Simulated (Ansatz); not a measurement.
Cell and atoms of amorphous Hf$_{18}$O$_{37}$Ag$_{2}$:

```yaml
crystal:
  lattice:
    - [9.06990, -0.00558, 0.05150]
    - [-0.00558, 9.12174, -0.03383]
    - [0.05150, -0.03383, 9.02075]
  atoms:
    - { symbol: Hf, position: [0.77951, 0.61376, 0.51241] }
    - { symbol: Hf, position: [0.68683, 0.54041, 0.12729] }
    - { symbol: Hf, position: [0.42729, 0.85407, 0.67503] }
    - { symbol: Hf, position: [0.29659, 0.21542, 0.81176] }
    - { symbol: Hf, position: [0.49638, 0.86703, 0.32758] }
    - { symbol: Hf, position: [0.20751, 0.21054, 0.19300] }
    - { symbol: Hf, position: [0.51379, 0.46662, 0.73516] }
    - { symbol: Hf, position: [0.84993, 0.94106, 0.13037] }
    - { symbol: Hf, position: [0.86009, 0.70286, 0.84817] }
    - { symbol: Hf, position: [0.08472, 0.87153, 0.40512] }
    - { symbol: Hf, position: [0.19251, 0.91661, 0.97596] }
    - { symbol: Hf, position: [0.75478, 0.98237, 0.59689] }
    - { symbol: Hf, position: [0.54902, 0.24637, 0.43566] }
    - { symbol: Hf, position: [0.95672, 0.24658, 0.52700] }
    - { symbol: Hf, position: [0.91538, 0.26928, 0.89093] }
    - { symbol: Hf, position: [0.56108, 0.16904, 0.07299] }
    - { symbol: Hf, position: [0.33845, 0.59982, 0.02899] }
    - { symbol: Hf, position: [0.14983, 0.52720, 0.66435] }
    - { symbol: O, position: [0.20653, 0.75772, 0.13292] }
    - { symbol: O, position: [0.86999, 0.79177, 0.63725] }
    - { symbol: O, position: [0.97173, 0.90158, 0.93374] }
    - { symbol: O, position: [0.10990, 0.20859, 0.97883] }
    - { symbol: O, position: [0.06717, 0.63535, 0.82984] }
    - { symbol: O, position: [0.34942, 0.77944, 0.88480] }
    - { symbol: O, position: [0.82209, 0.16580, 0.72067] }
    - { symbol: O, position: [0.60940, 0.77323, 0.48671] }
    - { symbol: O, position: [0.34655, 0.08641, 0.01901] }
    - { symbol: O, position: [0.31092, 0.87836, 0.44549] }
    - { symbol: O, position: [0.26886, 0.42372, 0.15267] }
    - { symbol: O, position: [0.39677, 0.29394, 0.61013] }
    - { symbol: O, position: [0.93124, 0.46450, 0.59257] }
    - { symbol: O, position: [0.37425, 0.62565, 0.63488] }
    - { symbol: O, position: [0.62313, 0.97611, 0.17556] }
    - { symbol: O, position: [0.54170, 0.03192, 0.51596] }
    - { symbol: O, position: [0.76497, 0.17567, 0.43598] }
    - { symbol: O, position: [0.84094, 0.46372, 0.96610] }
    - { symbol: O, position: [0.00976, 0.02785, 0.53688] }
    - { symbol: O, position: [0.09665, 0.28687, 0.36505] }
    - { symbol: O, position: [0.49643, 0.67045, 0.20806] }
    - { symbol: O, position: [0.40619, 0.15410, 0.28002] }
    - { symbol: O, position: [0.81686, 0.54648, 0.30309] }
    - { symbol: O, position: [0.62039, 0.91249, 0.76406] }
    - { symbol: O, position: [0.69877, 0.59489, 0.73437] }
    - { symbol: O, position: [0.26996, 0.00460, 0.74734] }
    - { symbol: O, position: [0.77194, 0.74345, 0.05382] }
    - { symbol: O, position: [0.87066, 0.85465, 0.33264] }
    - { symbol: O, position: [0.53924, 0.54150, 0.95564] }
    - { symbol: O, position: [0.60169, 0.34005, 0.20648] }
    - { symbol: O, position: [0.10457, 0.66644, 0.48681] }
    - { symbol: O, position: [0.09918, 0.29681, 0.71202] }
    - { symbol: O, position: [0.29547, 0.45478, 0.84369] }
    - { symbol: O, position: [0.51943, 0.26193, 0.87081] }
    - { symbol: O, position: [0.61737, 0.44554, 0.51836] }
    - { symbol: O, position: [0.79413, 0.14890, 0.03580] }
    - { symbol: O, position: [0.08502, 0.00787, 0.19716] }
    - { symbol: Ag, position: [0.34581, 0.54401, 0.38647] }
    - { symbol: Ag, position: [0.04940, 0.54300, 0.22971] }
```

Methods: PBE, scalar-relativistic without spin-orbit coupling (Ansatz, an electronic-structure program); r2SCAN, scalar-relativistic without spin-orbit coupling (Ansatz); HSE06, scalar-relativistic without spin-orbit coupling (Ansatz). Neutral PBE cell, which sets geometry, pressure and energy: sampling: a 2×2×2 Γ-centred mesh; Fermi-Dirac width 0.02 eV; no spin polarisation. Exact exchange is cut at the faces of this 9 Å cell, which leaves hybrid gaps a finite-size error.

It comes from a melt-quench run on a machine-learned potential (CHGNet), relaxed afterwards by DFT. O atoms were pushed apart under 1.9 Å during the dynamics, to hinder bonds among them. The hot cell started wider than the set density and was brought back towards it in steps. It is the lowest in DFT energy of 2 quenches. It is a model cell: composition and starting density were chosen by hand, and all elements were melted together. No dispersion term was used. Its density started from a set value of 8.95 and ended at 8.95 g/cm³. Cooling (nominally 380 K/ps over its main leg) ran many orders faster than in experiment, which tends to leave more defects and strain. One small periodic cell is one sample of the glass; other quenches scatter about these values. The volume was held where the preparation left it and the shape relaxed.

### Question
Give the pressure and the spacing of the highest filled and lowest empty levels.

### Answer

```yaml
Pressure on a 2×2×2 Γ-centred mesh: 2.9 kbar
Largest force and stress component on that mesh (the relaxation ran on the zone centre alone): 0.10 eV/Å and 0.3 GPa
Level gap on a 2×2×2 Γ-centred mesh (PBE): 2.66 eV
Level gap at the zone centre (PBE): 2.71 eV
Level gap at the zone centre (r2SCAN): 3.14 eV
Level gap at the zone centre (HSE06): 4.25 eV
Distance between the nearest levels spread over more than a fifth of the atoms or a third of the atoms of their main element (six at least) (PBE, zone centre): 2.97 eV
```

### Question
At PBE and the zone centre, how localised are the states just below and above the Fermi level (participation number: the atoms over which a state spreads)?

### Answer
The highest filled state is spread over 4.7 atoms' worth, largest on Ag57, with weights by element (charge in smoothed Voronoi cells) O 0.51, Ag 0.46, Hf 0.04. The lowest empty state is spread over 15.6 atoms' worth, largest on Ag56, with weights by element (charge in smoothed Voronoi cells) O 0.50, Ag 0.28, Hf 0.21.

At PBE the levels at the filled edge of the gap are localised (band-tail or defect states), and the nearest spread-out levels lie 3.0 eV apart at the zone centre.

Cut-offs for bonds: Hf-Hf 3.34 Å, Hf-O 2.60 Å, Hf-Ag 3.27 Å, O-O 1.58 Å, O-Ag 2.53 Å, Ag-Ag 3.19 Å. Two cations that share two anions don't count as bonded, nor two that share one unless they lie closer than Hf-Hf 3.25 Å, Hf-Ag 3.18 Å, Ag-Ag 3.10 Å.

Added carriers, by Ansatz with PBE, scalar-relativistic without spin-orbit coupling on the zone centre alone. Charged cells keep the cell fixed and stand in a uniform background, with no image correction, at a width of 0.01 eV; where the count is odd the moment is locked at 1 μB, unless the neutral cell bore moments. Each starts from the undistorted neutral geometry alone. PBE's self-interaction favours spread-out carriers, so it can miss traps that a hybrid finds.

### Question
What happens at PBE when the cell takes an extra electron and the atoms relax?

### Answer
Relaxation lowers the charged cell by 0.32 eV. The largest moves are Ag57 0.31 Å, O29 0.28 Å, O49 0.23 Å, O38 0.18 Å. The level that holds the added charge spreads over 9.5 atoms' worth, most on Ag56 (weight 0.28): a partly localised carrier. Bonds broken: O29-Ag56, O29-Ag57. Made neutral again at that geometry, the cell lies +0.45 eV from the neutral start.

### Question
What happens at PBE when the cell takes a hole and the atoms relax?

### Answer
Relaxation lowers the charged cell by 0.27 eV. The largest moves are O38 0.28 Å, Ag57 0.22 Å, O19 0.15 Å, O29 0.14 Å. The level that was emptied spreads over 5.3 atoms' worth, most on Ag57 (weight 0.38): a localised (trapped) carrier, which neighbours of that atom can share. Bonds formed: O38-Ag57. Made neutral again at that geometry, the cell lies +0.51 eV from the neutral start.
